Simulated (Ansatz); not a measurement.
## How far to go with the k-point mesh at a smearing width of 0.02 eV: Na (Im-3m, 1 atom in the cell)

```
CELL_PARAMETERS angstrom
     -2.14065     2.14065     2.14065
      2.14065    -2.14065     2.14065
      2.14065     2.14065    -2.14065
ATOMIC_POSITIONS crystal
  Na 0.00000 0.00000 0.00000
```

Computed with PBE (plane waves, PAW; Ansatz, a quantum-chemistry and plane-wave program).

Base settings: basis.ecutwfc = 420 eV; kpoints.mp_grid.grid = 11 11 11; hamiltonian.xc = pbe; hamiltonian.pseudopotentials = {kind: paw} (the program's default PAW files); scf.occupations.method = fermi_dirac; scf.occupations.width = 0.1 eV.

In this ladder: scf.occupations.width = 0.02 eV.

Only quantities that move along the ladder and can be compared are tabulated.

The count of work is k-points × plane waves × bands × iterations; it is no time. 

The starting cell has typed, rounded lattice constants, without a prior relaxation at this level. Its lattice was rescaled by up to half a per cent. Ansatz's pressure includes its estimate of the finite-basis (Pulay) stress.

| kpoints.mp_grid.grid | free energy less the last step's (meV/atom) | pressure (GPa) | count of work / last |
|---|---|---|---|
| 4 4 4 | 111.46 | -0.13 | 0.016 |
| 5 5 5 | 6.86 | -0.39 | 0.020 |
| 6 6 6 | 35.62 | -0.32 | 0.031 |
| 7 7 7 | -0.81 | -0.42 | 0.039 |
| 8 8 8 | 9.65 | -0.40 | 0.057 |
| 10 10 10 | 5.58 | -0.40 | 0.092 |
| 12 12 12 | 2.63 | -0.41 | 0.14 |
| 14 14 14 | 0.52 | -0.42 | 0.20 |
| 17 17 17 | 0.46 | -0.42 | 0.32 |
| 21 21 21 | 0.41 | -0.42 | 0.56 |
| 26 26 26 | 0.00 | -0.42 | 1.0 |

State of the free energy at the end of the ladder: still drifting one way, by 0.46 meV/atom over the last two steps, so the last step is no safe reference.

Coarsest kpoints.mp_grid.grid that holds the pressure within 0.2 GPa of the last step, with all finer ones: 5 5 5, at 0.020 of the last step's count of work; the step before is off by 0.29 GPa.

Keys are those of Ansatz 0.2.
